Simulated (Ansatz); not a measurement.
Data:

```
LuCuSe2
1.0
    2.00596     1.14509     6.12977
   -2.00596     1.14509     6.12977
    0.00000    -2.29018     6.12977
Lu Cu Se
1 1 2
Cartesian
  0.00000   0.00000   0.00000
  0.00000   0.00000   9.19465
  0.00000   0.00908   4.51898
  0.00000  -0.00908  13.87032
```

No spin polarisation.

Computed with DFT with r2SCAN, PAW potentials and a 500 eV plane-wave cutoff in Ansatz (an electronic-structure program), no spin-orbit coupling. k-mesh 10×10×10 (Γ-centred); smearing 0.05 eV (Fermi–Dirac).

Task: Predict the gap character, stress and smallest direct gap.

Result: Gap character: indirect, A → L₂
Stress (xx, yy, zz, yz, xz, xy; compression positive): (-1.35, -0.63, -0.53, 0.19, 0.00, 0.00) GPa
Smallest direct gap: 1.80 eV

The cells carry an imposed strain or load. Whether these cells are dynamically stable was not tested. The final runs are not spin-polarised. The cell was made from LuCuSe$_{2}$ (space group R-3m, No. 166; a hypothetical phase, not in the database extracts checked) by this change: uniaxial strain ε_xx = +1.14 %.
